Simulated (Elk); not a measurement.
```
CELL_PARAMETERS angstrom
      0.00000     2.82083     2.82083
      2.82083     0.00000     2.82083
      2.82083     2.82083     0.00000
ATOMIC_POSITIONS crystal
  Zn 0.00512 0.00512 0.00512
  Se 0.25000 0.25000 0.25000
```

Computed with LDA (PW92), all-electron FP-LAPW, Elk's shipped species files, default APW+lo basis (Elk 10.2.4).

The set-up and first iterations of an Elk log for ZnSe (R3m, 2 atoms in the cell):

```
│ Elk code version 10.2.4 │

All units are atomic (Hartree, Bohr, etc.)

│ Ground-state run starting from atomic densities │

Lattice vectors :
   0.000000000       5.330586695       5.330586695
   5.330586695       0.000000000       5.330586695
   5.330586695       5.330586695       0.000000000

Unit cell volume      :    302.9388892
Brillouin zone volume :   0.8188127119

Muffin-tin inner radius fraction :   0.1000000000E-01

Nuclei treated as point charges

Species :    1 (Zn)
 parameters loaded from : Zn.in
 name : zinc
 nuclear charge    :   -30.00000000
 electronic charge :    30.00000000
 atomic mass :    119233.3129
 muffin-tin radius :    2.112000000
 number of radial points in muffin-tin :    497
 atomic positions (lattice), magnetic fields (Cartesian) :
   1 :   0.00000000  0.00000000  0.00000000    0.00000000  0.00000000  0.00000000

Species :    2 (Se)
 parameters loaded from : Se.in
 name : selenium
   [... lines left out ...]

Muffin-tin radius times maximum |G+k| :    7.000000000
 using average radius
Maximum |G+k| for APW functions       :    3.314393939
Maximum (1/2)|G+k|²                   :    5.492603593
Maximum |G| for potential and density :    12.00000000
 potential will be trimmed for |G| > 2 gkmax
Constant for pseudocharge density :    6
Radial integration step length :    4

G-vector grid sizes :     30    30    30
Number of G-vectors :     8801

Maximum angular momentum used for
 APW functions                      :    8
 outer part of muffin-tin           :    6
 inner part of muffin-tin           :    1

Total nuclear charge    :   -64.00000000
Total core charge       :    30.00000000
Total valence charge    :    34.00000000
Total excess charge     :    0.000000000
Total electronic charge :    64.00000000

Effective Wigner radius, rₛ :    1.041586834

Number of empty states         :    8
Total number of valence states :   25
Total number of core states    :   30

Total number of local-orbitals :   32

Exchange-correlation functional :      3     0     0
 Perdew-Wang/Ceperley-Alder, Phys. Rev. B 45, 13244 (1992)
 gradient requirement :    0
 local density approximation (LDA)

Smearing type :    3
 Fermi-Dirac
Smearing width :   0.3674930000E-03
Effective electronic temperature (K) :    116.0451112

Mixing type :    3
 Broyden mixing, J. Phys. A: Math. Gen. 17, L317 (1984)

Kohn-Sham potential initialised from atomic data
│ Self-consistent loop started │
│ Loop number : 1 │
 total energy                :     -4222.75788867
│ Loop number : 2 │
 total energy                :     -4222.82613920
RMS change in Kohn-Sham potential (target) :   0.1344655056     (  0.3700000000E-15)
Absolute change in total energy (target)   :   0.6825053335E-01 (  0.3700000000E-13)
│ Loop number : 3 │
 total energy                :     -4222.78354149
RMS change in Kohn-Sham potential (target) :   0.1203636886     (  0.3700000000E-15)
Absolute change in total energy (target)   :   0.2553508387E-01 (  0.3700000000E-13)
│ Loop number : 4 │
 total energy                :     -4222.38368788
RMS change in Kohn-Sham potential (target) :   0.8716539382E-01 (  0.3700000000E-15)
Absolute change in total energy (target)   :   0.4062373819     (  0.3700000000E-13)
│ Loop number : 5 │
 total energy                :     -4221.55741091
RMS change in Kohn-Sham potential (target) :   0.4824555574E-01 (  0.3700000000E-15)
Absolute change in total energy (target)   :   0.9278363071     (  0.3700000000E-13)
│ Loop number : 6 │
 total energy                :     -4220.86506350
RMS change in Kohn-Sham potential (target) :   0.1685922058E-01 (  0.3700000000E-15)
Absolute change in total energy (target)   :   0.9243064899     (  0.3700000000E-13)
│ Loop number : 7 │
 total energy                :     -4220.56730073
RMS change in Kohn-Sham potential (target) :   0.6665760448E-03 (  0.3700000000E-15)
   [... lines left out ...]
```

Will this run converge, and how will it end?

The run ended unconverged after 100 iterations. It gives no final result for the task that was set. The log goes on:

```
 total energy                :     -4220.56247245
RMS change in Kohn-Sham potential (target) :   0.1516470929E-08 (  0.3700000000E-15)
   [... lines left out ...]
RMS change in Kohn-Sham potential (target) :   0.2027358798E-08 (  0.3700000000E-15)
Absolute change in total energy (target)   :   0.5493257049E-07 (  0.3700000000E-13)
│ Loop number : 98 │
 total energy                :     -4220.56247252
RMS change in Kohn-Sham potential (target) :   0.1987000455E-08 (  0.3700000000E-15)
Absolute change in total energy (target)   :   0.1404714567E-07 (  0.3700000000E-13)
│ Loop number : 99 │
 total energy                :     -4220.56247253
RMS change in Kohn-Sham potential (target) :   0.2165485624E-08 (  0.3700000000E-15)
Absolute change in total energy (target)   :   0.1844637154E-07 (  0.3700000000E-13)
│ Loop number : 100 │
Reached self-consistent loops maximum

Energies :
 Fermi                       :     0.138724375091
 total energy                :     -4220.56247244

Density of states at Fermi energy :   0.2721317224E-06
 (states/Hartree/unit cell)

Estimated indirect band gap :   0.3786249240E-01
 from k-point      1 to k-point      1
Estimated direct band gap   :   0.3786249240E-01
 at k-point      1

Charges :
 core                        :    30.00000000
 valence                     :    34.00000000
 interstitial                :    3.970932846
 muffin-tins (core leakage)
  species :    1 (Zn)
   atom    1                 :    28.35715277     (  0.4652386644E-03)
  species :    2 (Se)
   atom    1                 :    31.67191439     (  0.3937977489E-03)
 total in muffin-tins        :    60.02906715
 total calculated charge     :    63.98551957
 total charge                :    64.00000000
 error                       :   0.1448043477E-01

│ Self-consistent loop stopped │
```

The starting cell has typed, rounded lattice constants, without a prior relaxation at this level. Its lattice was rescaled by up to half a per cent. One atom was moved a little off its site on purpose. Values depend on the basis (sphere radii, cutoffs, local orbitals), which need not be converged.

The run was DFT, LDA (PW92), all-electron FP-LAPW, Elk's shipped species files, default APW+lo basis. Main settings of its input:

- swidth = 0.000367493 Ha
- ngridk = 4 4 4
- rmtscf = 0.88
- epspot = 3.7e-16 Ha
- epsengy = 3.7e-14 Ha
- maxscl = 100
